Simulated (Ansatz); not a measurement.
The reference is MgO (space group P6_3/mmc, No. 194; a = 3.4939 Å, c = 4.1941 Å; a cell from a computed database, its experimental status unchecked). Axes: x lies along a and z along c of the hexagonal cell.

Now apply this change: the symmetric strain tensor [0.0006 0.0013 0.0006; 0.0013 -0.0073 0.0077; 0.0006 0.0077 0.0116]; the atoms relax in the strained cell.

Levels (all Ansatz, an electronic-structure program, PAW): PBEsol (420 eV, scalar-relativistic without spin-orbit coupling); r2SCAN (500 eV, no spin-orbit coupling).

The geometry is relaxed with PBEsol.

- PBEsol band gap: 3.23 eV
- PBEsol pressure: -0.64 GPa
- PBEsol electron mass: 0.36 mₑ along z, 0.34 mₑ across (at Γ)
- PBEsol width of the top valence band: 1.25 eV

With r2SCAN at the same geometry, the band gap rises by 0.78 eV to 4.01 eV; the pressure drops by 1.03 GPa to -1.67 GPa; the electron mass changes from 0.36 mₑ along z, 0.34 mₑ across (at Γ) to 0.39 mₑ along z, 0.36 mₑ across (at Γ); the width of the top valence band hardly moves (1.25 eV against 1.27 eV).

Single points use the geometry relaxed with PBEsol. Their cutoffs differ, which shifts pressures a little. Effective masses come from finite differences of ±0.01 Å⁻¹. Stability against distortions was not tested. This is not the structure that MgO has at room temperature and ambient pressure.
